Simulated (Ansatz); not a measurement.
Functionals compared on the (0001) surface of hexagonal WC in its 1x1 cell (cut with top plane W, bottom plane C), outermost plane spacing 1.42 Å in the ideal cut, in Ansatz (plane waves, PAW). The structure was relaxed with PBE; the other rows are single points on it, each with its references at the same level. Cutoff 420 eV (500 eV for r2SCAN). The surface energy is the mean of two unlike faces.

Set-up: 8 atoms, C4W4, 10.0 Å thick at the start (thin: gaps and levels are the slab's own); mesh 15x15x1; 0.1 eV smearing; dipole correction on; all atoms relaxed; start symmetry kept, larger cells not searched; no spin, no spin-orbit, no U. These notes are the PBE run's.

```
functional  surface energy (J/m²)  work function of the top face (eV)          rough cost of the single point
----------  ---------------------  ----------------------------------  --------------------------------------
PBE                          4.68                                4.98                                       –
LDA                          5.27                                5.22          around 14 core-seconds (rough)
PBEsol                       5.08                                5.07  about 13 core-seconds (a rough figure)
RPBE                            …                                   …  about 14 core-seconds (a rough figure)
r2SCAN                       4.94                                5.14  about 29 core-seconds (a rough figure)
```

**Question.** What belongs in the gaps?

**Answer.** 
- RPBE, surface energy (J/m²): 4.44
- RPBE, work function of the top face (eV): 4.86

Ansatz is a program for electronic structure.
